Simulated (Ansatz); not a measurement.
A computed series for GaSb: element substitutions

Base system: GaSb in the zinc blende structure (space group F-43m, No. 216; a = 6.1115 Å).

Each row replaces one element on all its sites; cell and atoms are relaxed.

Levels (all Ansatz, a quantum-chemistry and plane-wave program, PAW): PBEsol (420 eV, no SOC); r2SCAN (500 eV, without spin-orbit coupling); HSE06 (420 eV, no spin-orbit coupling).

Band gaps by level, all at the geometries relaxed with PBEsol:

```
case     PBEsol   r2SCAN  HSE06
------  -------  -------  -----
base       zero  0.49 eV      –
Sb → N  1.70 eV        …      …
Sb → P  1.45 eV        …      …
```

Complete the table.


- Sb → N, r2SCAN: 2.17 eV
- Sb → N, HSE06: 3.00 eV
- Sb → P, r2SCAN: 1.83 eV
- Sb → P, HSE06: 2.24 eV

Single points use the geometry relaxed with PBEsol. The hybrid gap comes from the SCF mesh plus the semilocal run's edge points and a few special points and is an upper bound. Spin-orbit coupling, missing from the scalar runs, can matter with Sb. Whether these cells are dynamically stable was not tested. The final runs are not spin-polarised. This is not the structure that GaN has at room temperature and ambient pressure. A zero or small gap of GaSb can be the functional's error rather than a property of the material.
